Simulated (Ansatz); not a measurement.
Consider K$_{2}$S in the anti-fluorite structure (space group Fm-3m, No. 225; a = 7.336 Å). Axes: x, y, z lie along the cube axes.

The values are results of PBEsol in Ansatz (plane waves to 420 eV, PAW, no SOC), not measurements.

Strains are applied to the cell and any free atomic positions relax; under biaxial strain the out-of-plane vector relaxes too.

One change was made to it. Results:

```json
[
 {"quantity": "shortest interatomic distance", "base": "6.003 bohr", "after": "5.987 bohr"},
 {"quantity": "pressure (mean of the normal stresses, compression positive)", "base": "0.01 GPa", "after": "0.10 GPa"}
]
```

Question: What was done to the base?
A) biaxial strain −2.08 %, plane normal [111], relaxed out of plane
B) biaxial strain +1.67 %, plane normal [111], relaxed out of plane
C) biaxial strain −0.83 %, plane normal [111], relaxed out of plane
D) biaxial strain −0.42 %, plane normal [111], relaxed out of plane

Answer: D, biaxial strain −0.42 %, plane normal [111], relaxed out of plane. For comparison, the shortest interatomic distance in the other runs: biaxial strain −2.08 %, plane normal [111], relaxed out of plane gives 5.924 bohr; biaxial strain −0.83 %, plane normal [111], relaxed out of plane gives 5.971 bohr; biaxial strain +1.67 %, plane normal [111], relaxed out of plane gives 5.961 bohr.

Whether these cells are dynamically stable was not tested.

Ansatz is a program for electronic structure.
